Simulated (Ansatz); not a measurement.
LiSrH3 (model structure, started from the BaLiH3 type, Pm-3m, No. 221, 5 atoms in the cell) was calculated with G0W0@PBEsol (Ansatz, a program for electronic structure, hard PAW, contour deformation).

The cell is the one relaxed with PBEsol. Conventional cell: a = 3.7522 Å, b = 3.7522 Å, c = 3.7522 Å, α = 90.00°, β = 90.00°, γ = 90.00°.

The quasiparticle gap at Γ at a fixed k mesh 4×4×4:

| response cutoff | value (eV) |
|---|---|
| 150 eV, 405 empty bands | 8.430 |
| 200 eV, 623 empty bands | 8.455 |
| 250 eV, 871 empty bands | 8.468 |
| 300 eV, 1145 empty bands | 8.475 |

Task: Taking the value to converge with the response cutoff E as E^(−3/2), extrapolate from the last two rows.

Result: With y = y∞ + c/w and weights w = 3953 and 5196 for the last two rows, y∞ = (w2 y2 − w1 y1)/(w2 − w1) = (5196 × 8.475 − 3953 × 8.468)/1243 = 8.497 eV, which lies 0.022 beyond the last row. Successive pairs of rows give 8.501, 8.501, 8.497. The limit also hangs on the law assumed, so its last digits aren't firm.

The other settings are not extrapolated, so this is the limit in one setting alone.

At the last cutoff the smallest gap on this mesh is 3.49 eV, with an edge away from Γ.

Spin–orbit coupling is not included.

A model structure was made by putting elements into a prototype or built by hand; it is no filed structure, need not be a known phase, and can be a saddle point held by its symmetry.
